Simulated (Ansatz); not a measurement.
## Competing hops of N vacancy in zinc-blende BN, charge state +3

Consider N vacancy in zinc-blende BN, charge state +3. Computed with PBE, PAW (plane waves to 420 eV; Ansatz, a program for electronic structure).

Settings: 64 host sites, the relaxed PBE lattice, a 2×2×2 k-point mesh shifted by half a step, smearing 0.01 eV, spin-restricted, no image-charge correction. No zero-point or tunnelling terms. The charge state is imposed; whether it is stable for some Fermi level was not computed. Forms of the defect that were not tried may lie lower.

Barriers: single points on a 3×3×3 k-point mesh shifted by half a step at the bands' geometries.

```tsv
Route	Start site over the lowest site run (eV)	Hop (Å)	Forward barrier (eV)	Backward barrier (eV)	Neighbours at the start	Neighbours at the saddle	Saddle order	Forward, on the band's own sampling (eV)
one N atom jumps into the vacancy from a nearby N site	0.00	2.52	4.98	4.98	B at 1.47, 2 B at 1.58, B at 1.62 Å	B at 1.38, 2 B at 1.91, 2 B at 2.06 Å	not checked, on a symmetry element	4.98
```

Paths come from climbing-image nudged elastic band runs.  A band can be held on a symmetry element, so unchecked saddle points there may be too high.
